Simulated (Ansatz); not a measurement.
# Variants of one calculation on K2ScInCl6 (P1, 10 atoms in the cell)

```yaml
crystal:
  lattice:
    - [0.00000, 5.51180, 5.51180]
    - [5.51180, 0.00000, 5.51180]
    - [5.51180, 5.51180, 0.00000]
  atoms:
    - { symbol: K, position: [0.74187, 0.75417, 0.75224] }
    - { symbol: K, position: [0.25100, 0.26646, 0.24553] }
    - { symbol: Sc, position: [0.97920, 0.00605, 0.00613] }
    - { symbol: In, position: [0.50151, 0.49340, 0.50356] }
    - { symbol: Cl, position: [0.77287, 0.21357, 0.23930] }
    - { symbol: Cl, position: [0.23650, 0.76998, 0.78365] }
    - { symbol: Cl, position: [0.23427, 0.76364, 0.21146] }
    - { symbol: Cl, position: [0.79141, 0.21378, 0.76508] }
    - { symbol: Cl, position: [0.21814, 0.24921, 0.76566] }
    - { symbol: Cl, position: [0.77323, 0.76973, 0.22739] }
```

Base run A: HSE06, default PAW files made with PBE in Ansatz (a program for electronic structure), self-consistent single point.

Its settings: basis.ecutwfc = 420 eV; kpoints.mp_grid.grid = 2 2 2; hamiltonian.xc = hse06; hamiltonian.pseudopotentials = {kind: paw} (the program's default PAW files); scf.occupations.method = gaussian; scf.occupations.width = 0.01 eV.

The starting cell comes from a database of computed structures (which also holds hypothetical and non-ambient phases and stackings), without a prior relaxation at this level. Its atoms were displaced at random from the sites of space group no. 225. In the base run, forces exceed 1 eV/Å. Ansatz's pressure includes its estimate of the finite-basis (Pulay) stress.

ΔF is the free energy per atom less that of run A. A dash stands where there is no value to compare (another energy zero or no entropy term, no result, no spin, no clean gap, or a mesh too coarse for one). Absolute energies have different zeros for different potentials, functionals, Hubbard and dispersion terms and are not compared across them.

Runs D sample the zone with one or two k-points, far too few for so small a cell.

Run A gave: pressure (GPa) -0.07; largest force (eV/Å) 1.325; gap on the mesh (eV) 3.537; k-points 8.

Runs:
- B: hamiltonian.xc: hse06 → pbesol [PBEsol]
- C: hamiltonian.xc: hse06 → pbe0 [PBE0]
- D: kpoints.mp_grid.grid: 2 2 2 → 1 1 1
- E: kpoints.mp_grid.shift: default → 0 0 0.5
- F: scf.convergence.dr2_threshold: default (1e-07 eV) → 1e-05 eV
- G: scf.mixing.preconditioner: default (the program chose none) → kerker
- H: scf.exx.singularity: default → gygi_baldereschi
- I: scf.mixing.algorithm: default (the program chose MSR1) → msr1; scf.mixing.ndim: default → 12

What does run D change against A?

The free energy goes up by 90.4 meV/atom, the pressure goes from -0.07 to 1.28 GPa, the largest force hardly changes (1.325 to 1.328 eV/Å) and the gap on the mesh goes from 3.537 to 4.573 eV.

What does run E change against A?

The free energy goes down by 2.2 meV/atom, the pressure moves little (-0.07 to -0.12 GPa), the largest force goes from 1.325 to 1.346 eV/Å and the gap on the mesh goes from 3.537 to 3.940 eV.

```tsv
run	ΔF (meV/atom)	pressure (GPa)	largest force (eV/Å)	gap on the mesh (eV)	k-points
A	0.00	-0.07	1.325	3.537	8
B	–	-0.99	1.201	2.470	8
C	–	-0.10	1.327	4.266	8
D	90.4	1.28	1.328	4.573	1
E	-2.2	-0.12	1.346	3.940	4
F	0.00	-0.07	1.324	3.537	8
G	0.00	-0.07	1.324	3.537	8
H	–	-0.07	1.324	3.537	8
I	0.00	-0.07	1.325	3.537	8
```

Keys are those of Ansatz 0.2.
